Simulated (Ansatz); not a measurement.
Subject: the formation energy of RuSi (P2₁3) from the elements. Reaction: Ru (hcp) + Si (diamond) → RuSi (P2₁3). Negative: the products are lower in energy. The value is per atom of the solid.

RuSi (P2₁3), 8 atoms in the cell; spin state with PBE: run without spin, k-point mesh 8×8×8 on the run's own vectors.
```cif
data_Ru4Si4
_chemical_formula_sum 'Si4 Ru4'
_space_group_name_H-M_alt 'P 1'
_space_group_IT_number 1
_cell_length_a 4.73656
_cell_length_b 4.73656
_cell_length_c 4.73656
_cell_angle_alpha 90.000
_cell_angle_beta 90.000
_cell_angle_gamma 90.000
loop_
_space_group_symop_operation_xyz
  'x, y, z'
loop_
_atom_site_label
_atom_site_type_symbol
_atom_site_fract_x
_atom_site_fract_y
_atom_site_fract_z
_atom_site_occupancy
Si1 Si 0.16251 0.33749 0.66251 1
Si2 Si 0.33749 0.66251 0.16251 1
Si3 Si 0.66251 0.16251 0.33749 1
Si4 Si 0.83749 0.83749 0.83749 1
Ru1 Ru 0.87098 0.62902 0.37098 1
Ru2 Ru 0.62902 0.37098 0.87098 1
Ru3 Ru 0.37098 0.87098 0.62902 1
Ru4 Ru 0.12902 0.12902 0.12902 1
```

Ru (hcp, P6₃/mmc), 2 atoms in the cell; spin state with PBE: run without spin, k-point mesh 30×30×14 on the run's own vectors. Conventional cell: a = b = 2.722 Å, c = 4.294 Å, α = β = 90.00°, γ = 120.00°.

Si (diamond, Fd-3m), 2 atoms in the cell, k-point mesh 10×10×10 on the run's own vectors. Conventional cell: a = b = c = 5.4700 Å, α = β = γ = 90.00°.

Computed with Ansatz (plane waves, PAW), its default PAW set, cutoff 420 eV. The structures are at rest with PBE; other levels are single points on them. HSE06 runs on coarser k-point meshes, mended by the PBE difference between the two meshes. Some cells are metallic or hold partly filled levels, where a hybrid on a coarse mesh is less sure. Neutral cells; Fermi-Dirac smearing of at most 0.10 eV in the solids, energies taken to zero width. The lattices are those relaxed with PBE, so at other levels the solids can be strained, which adds to the spread. A dispersion term (D3(BJ), or D4 for r2SCAN) was computed beside these levels and is taken off wherever the name lacks it. Nuclei at rest; no vibrational terms. The structures are the rest points that the relaxations reached, not proven lowest.

Problem. Predict the value from PBE.

Solution. -0.63 eV/atom, for Ru (hcp) + Si (diamond) → RuSi (P2₁3).

Problem. How does the value move with the functional?

Solution. 
| Functional | value (eV/atom) | less PBE |
|---|---|---|
| HSE06 | -0.86 | -0.23 |

The levels span 0.23 eV/atom, from HSE06 (-0.86) to PBE (-0.63).

Ansatz is an electronic-structure program.
